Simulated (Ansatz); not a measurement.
Rutile MgH₂ was calculated with PBE-D4 (Ansatz, a first-principles code, plane waves, PAW).

Run with plane-wave cutoff 500 eV, 8×8×10 k mesh (along the axes of the cell as run), gaussian smearing 0.02 eV, scalar-relativistic PAW data made under PBE.

Computed at the level's own relaxed cell.

### Question
Give the computed equilibrium volume per atom, lattice parameter a, lattice parameter c and band gap.

### Answer

* **equilibrium volume per atom**: 9.96 Å³/atom
* **lattice parameter a**: 4.465 Å
* **lattice parameter c**: 2.998 Å
* **band gap**: 3.78 eV (on the SCF k mesh)

Measured, for comparison: equilibrium volume per atom 10.27 Å³/atom, lattice constant a 4.517 Å, lattice parameter c 3.021 Å (temperature not stated, not corrected to a static lattice; as tabulated in Ellinger et al., J. Am. Chem. Soc. 77, 2647 (1955) (COD 4124639)). Computed (rounded) less measured: equilibrium volume per atom -3.0 %, lattice constant a -1.2 %, lattice parameter c -0.8 %. A static lattice is as a rule a little smaller and stiffer than an uncorrected measurement, which narrows the difference in the lattice constant a, lattice parameter c and would widen misses of the other sign.

Note: a distance lies near a switch of the dispersion term, which can move the cell.

Computed values are for the static lattice.

Computing time: very roughly 19 core-seconds.
